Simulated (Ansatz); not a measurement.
Take BN in the zinc blende structure (space group F-43m, No. 216; a = 3.606 Å) as the base. Axes: x, y, z lie along the cube axes.

Structures relaxed with PBEsol (Ansatz, a first-principles code), spin-orbit coupling left out.

Base:

Simulated powder pattern, Cu Kα, λ = 1.54184 Å (kinematic, ideal powder, no thermal factors, no anomalous dispersion; the 10 strongest lines at most, above 2 %, up to 2θ = 90°):

```json
[
 {"2θ (°)": "43.47", "I/Imax (%)": "100", "hkl": "(111)"},
 {"2θ (°)": "50.63", "I/Imax (%)": "4.8", "hkl": "(200)"},
 {"2θ (°)": "74.42", "I/Imax (%)": "37", "hkl": "(220)"}
]
```

After one change:

Simulated powder pattern, Cu Kα, λ = 1.54184 Å (kinematic, ideal powder, no thermal factors, no anomalous dispersion; the 10 strongest lines at most, above 2 %, up to 2θ = 90°):

```json
[
 {"2θ (°)": "43.45", "I/Imax (%)": "100"},
 {"2θ (°)": "50.66", "I/Imax (%)": "3.2"},
 {"2θ (°)": "74.32", "I/Imax (%)": "25"},
 {"2θ (°)": "74.46", "I/Imax (%)": "12"}
]
```

Name the change that was made.
(A) strain tensor (xx, yy, zz, yz, xz, xy) = (−1.13, −0.38, +0.70, −0.34, +1.30, +2.03) %
(B) uniaxial stress, 2 GPa tension along z
(C) isotropic strain −4.00 %
(D) strain tensor (xx, yy, zz, yz, xz, xy) = (−0.73, −0.68, −1.49, +1.49, −0.37, −1.13) %

B, uniaxial stress, 2 GPa tension along z. Its volume per atom is 5.87 Å³ against 5.86 Å³, and its space group is I-4m2 (No. 119).

Stability under load was not tested beyond the relaxation.
